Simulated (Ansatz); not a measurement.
A relaxation of the atoms of Bi₂PdPt (P-3m1, 4 atoms in the cell) with Ansatz (a program for electronic structure).

Computed with LDA (PW92), default PAW files made with PBE (plane waves; Ansatz).

```xyz
4
Lattice="4.3290 0.0000 0.0000 -2.1645 3.7490 0.0000 0.0000 0.0000 5.6259" Properties=species:S:1:pos:R:3 pbc="T T T"
Bi     0.0000     2.4993     1.3777
Bi     2.1645     1.2497     4.2482
Pd     0.0000     0.0000     2.8130
Pt     0.0000     0.0000     0.0000
```

Reference input (self-consistent single point, DFT, LDA (PW92), plane waves, default PAW files made with PBE): basis.ecutwfc = 30.9 Ry; kpoints.mp_grid.grid = 7 7 5; hamiltonian.xc = lda; hamiltonian.pseudopotentials = {kind: paw} (the program's default PAW files); scf.occupations.method = gaussian; scf.occupations.width = 0.0147 Ry. This run's input differs from it in these lines:

```diff
@@ -20,2 +20,3 @@
   occupations: { method: gaussian, width: 0.0147 Ry }
+relax: {}
 output:
```

The program printed (abridged):

```
   [... SCF lines of the steps left out ...]
relax step   1: F+E_penalty+E_count = -43262.46099131 eV  Δ(F+E_penalty+E_count) = +0.000e0 eV  max|allowed force component| = 3.182e-2 eV/Å  Δτ_max = 0.0000 Å  (6 SCF iters, dr2 threshold 2.50e-6 eV, accepted)
relax step   2: F+E_penalty+E_count = -43262.46053681 eV  Δ(F+E_penalty+E_count) = +4.545e-4 eV  max|allowed force component| = 6.655e-2 eV/Å  Δτ_max = 0.0131 Å  (5 SCF iters, rejected (line search))
relax step   3: F+E_penalty+E_count = -43262.46112638 eV  Δ(F+E_penalty+E_count) = -1.351e-4 eV  max|allowed force component| = 1.678e-5 eV/Å  Δτ_max = 0.0042 Å  (4 SCF iters, accepted)
the relaxation is at rest under the 12 symmetry operations that the run kept from its start: a minimum is not shown …
Stability not checked: this state was not tested for a lower state beside it, because too few of the mixer's solves of this state at the end of the SCF gave a …
Free energy (F): -43262.461126 eV
Internal energy: -43262.420036 eV  (E = F + TS)
E sigma→0 (E₀):  -43262.440581 eV
Entropy (-TS):   -0.041091 eV (-10.273 meV/atom)
Fermi energy:    14.673703 eV
--- Forces (eV/Å), atoms counted from 1 ---
  atom   1  Bi     0.00000000    -0.00000000     0.00001678
   [... lines left out ...]
  atoms:
    - { symbol: Bi, position: [0.3333333333333333, 0.6666666666666666, 0.24563400922070777] }
    - { symbol: Bi, position: [0.6666666666666666, 0.3333333333333333, 0.7543659907792923] }
    - { symbol: Pd, position: [6.422611778550919e-36, 1.6722533633246692e-36, 0.5] }
    - { symbol: Pt, position: [6.187456536890727e-36, 1.4046928251927222e-36, 0.0] }
```

The run converged.  The full log also holds: “iter 5 did not close the SCF: its close was put off for the readings that it lacked (scf_convergence_deferred on its scf_iter line)”.

Summary of the result:
```
Item                                                     Result
-----------------------------------------------  --------------
Free energy E − TS (on the zero of these files)  -43262.4611 eV
Fermi level (on the code's own zero)                   14.67 eV
Pressure                                              -4.97 GPa
Relaxation steps                                              3
```

The starting cell comes from a database of computed structures (which also holds hypothetical and non-ambient phases and stackings), without a prior relaxation at this level. Spin polarisation is off. The relaxation keeps the symmetry of its start, so its end need not be a minimum. Ansatz's pressure includes its estimate of the finite-basis (Pulay) stress.

Keys are those of Ansatz 0.2.
